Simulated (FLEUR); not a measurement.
FLEUR run on Na2AlGe2 (P4/mmm, 5 atoms in the cell): self-consistent single point.

Computed with FLEUR with PBEsol, all-electron FLAPW (FLEUR), scalar-relativistic valence.

```xyz
5
Lattice="2.9343 0.0000 0.0000 0.0000 2.9343 0.0000 0.0000 0.0000 14.2970" Properties=species:S:1:pos:R:3 pbc="T T T"
Na     1.4671     1.4671     8.7276
Na     1.4671     1.4671     5.5694
Al     1.4671     1.4671     0.0000
Ge     1.4671     1.4671     2.6168
Ge     1.4671     1.4671    11.6802
```

Reference input (self-consistent single point, DFT, PBEsol, all-electron FLAPW (FLEUR), scalar-relativistic valence): Kmax = 4.4 1/bohr; GmaxXC = 17.6 1/bohr; xcFunctional = PBEs; jspins = 1; l_soc = F; mode = gauss; fermiSmearingEnergy = 0.00183747 Htr; mesh (inpgen div1-3) = 8 8 2; inpgen gamma flag = true; Gmax = 17.6 1/bohr; numbands = 0; maxIterBroyd = 99. This run's input differs from it in these lines:

```diff
@@ -18,3 +18,3 @@
 &exco xctyp='PBEs' /
-&kpt div1=8 div2=8 div3=2 gamma=t /
+&kpt div1=2 div2=2 div3=1 gamma=t /
 &end /
```

Output (repeated stretches shortened):

```
 Iteration:     1   Distance:       4.59658671 me/bohr^3
 Iteration:     2   Distance:       3.49781061 me/bohr^3
 Iteration:     3   Distance:       3.02979845 me/bohr^3
 Iteration:     4   Distance:       3.24769605 me/bohr^3
 Iteration:     5   Distance:       2.42849335 me/bohr^3
   [... 91 lines left out ...]
 Iteration:    97   Distance:       0.89872180 me/bohr^3
 Iteration:    98   Distance:       0.46737807 me/bohr^3
 Iteration:    99   Distance:       0.42612304 me/bohr^3
 Iteration:   100   Distance:       0.24255008 me/bohr^3
 Run finished successfully
 Stop message:
   all done

[file out, last iteration]
             iter=    100
[...]
          total density-effective poten   -7.5653372407E+03
          total charge density-energy d   -2.0234993586E+02
 Updated energy parameters for spin:           1
[...]
 fermi energy and band-weighting factors:

FERMIE:
   [... lines left out ...]
          first approx. to ef    (T=0)  :   0.117861 htr   (energy of the highest occ. eigenvalue)
          total moment                 =     0.00000
 Direct bandgap for spin            1 :    1.3215449173721208E-002  Htr
   [... lines left out ...]
 ---->    free energy=                     -4761.5595703010 htr
      extrapolation for T->0
 ---->    total electron energy=           -4761.5595703010 htr
 ***** TOTAL FORCES ON ATOMS *****
 TOTAL FORCE FOR ATOM TYPE=  1  X=  2.773   Y=  2.773   Z=-10.525
                       FX_TOT= 0.000000 FY_TOT= 0.000000 FZ_TOT= 0.017802
 TOTAL FORCE FOR ATOM TYPE=  2  X=  2.773   Y=  2.773   Z=  0.000
                       FX_TOT= 0.000000 FY_TOT= 0.000000 FZ_TOT= 0.000000
 TOTAL FORCE FOR ATOM TYPE=  3  X=  2.773   Y=  2.773   Z=  4.945
                       FX_TOT= 0.000000 FY_TOT= 0.000000 FZ_TOT=-0.010884
No new postions, force convergence required= 0.00001; max force distance= 0.00488
---->    distance of charge densities for spin  1                 it=  100:     0.242550 me/bohr**3
GENERALIZED ANDERSON MIXING: alpha=   0.05000 History-length=1
     ******* it=100  is completed********
```

The run ended unconverged after 100 iterations. 

The starting cell comes from a database of computed structures (which also holds hypothetical and non-ambient phases and stackings), without a prior relaxation at this level. Its lattice was rescaled by a random factor within 2.5 % of one. Values depend on the basis (sphere radii, cutoffs, local orbitals), which need not be converged.

Cost on one core of a shared machine: roughly 10 min.
